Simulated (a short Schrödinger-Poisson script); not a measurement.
System: MOS inversion layer, SiO2 on p-type Si(100), at 300 K.

From the gate side: 3.3 nm SiO2; 490 nm Si, acceptors 7.7e17 cm⁻³.

Constants are typed, rounded textbook-type inputs, not results; the design itself was drawn at random and stands for no fabricated device. SiO2: permittivity 3.9, conduction-band edge (eV) 3.15, gap (eV) 9, electron mass (mₑ) 0.5. Si: permittivity 11.7, conduction-band edge (eV) 0, gap (eV) 1.124, Nv at 300 K (cm⁻³) 3.1e19.

Channel valleys (confinement mass, in-plane density-of-states mass, number): Δ2 0.916, 0.19, 2; Δ4 0.19, 0.417, 4. At the gate the conduction-band edge of layer 1 lies 3.32 eV − eVg above the Fermi level of the channel; the field vanishes at the back. Gaps are held at their typed values at every temperature. Mesh 0.03 nm at interfaces.

Solved with a short Schrödinger-Poisson script written for these runs: 1D Poisson equation in equilibrium, electrons quantum, Hartree (BenDaniel-Duke, 12 states a valley, the channel's in-plane mass for all, wave functions ending at the dielectric), parabolic valleys, classical holes, full ionisation, no traps, pinning or gate leakage.

```tsv
Vg (V)	electrons (cm⁻²)	C (μF/cm²)	Δ2 E0 (meV from the Fermi level)	Δ4 E0 (meV from the Fermi level)
0.6	1.64e10	0.263	150.5	221.0
0.75	3.12e11	0.647	72.8	146.8
0.9	9.66e11	0.806	41.5	119.1
1.05	1.73e12	0.857	24.1	105.3
1.2	2.53e12	0.882	11.7	96.4
1.35	3.36e12	0.897	1.9	89.8
1.5	4.20e12	0.907	-6.5	84.7
1.65	5.05e12	0.914	-13.9	80.3
1.8	5.90e12	0.920	-20.7	76.6
1.95	6.77e12	0.925	-27.0	73.3
2.1	7.63e12	0.928	-32.9	70.3
2.25	8.50e12	0.932	-38.6	67.6
2.4	9.37e12	0.934	-44.0	65.0
2.55	1.02e13	0.937	-49.3	62.6
2.7	1.11e13	0.939	-54.4	60.4
2.85	1.20e13	0.941	-59.3	58.2
```

Gate voltages with under 1e9 electrons/cm² are left out.

Question: At Vg = 2.85 V the lowest Δ2 subband lies at -59.3 meV from the Fermi level. How many electrons does it hold, and what share of all?

Answer: The two-dimensional density of states is g m/(πħ²) = 1.59e11 cm⁻² meV⁻¹ (both spins), kT = 25.9 meV, so n = D kT ln(1 + exp(−E/kT)) = 9.81e12 cm⁻², 0.82 of the 1.20e13 cm⁻² in all.

Question: Compare the slope of the sheet density between 2.55 and 2.85 V with the geometric capacitance of the layers between gate and channel.

Answer: q Δn/ΔV = 0.961 μF/cm²; ε0/Σ(t/ε) = 1.05 μF/cm². The ratio is 0.92: the channel acts as a further capacitance in series.
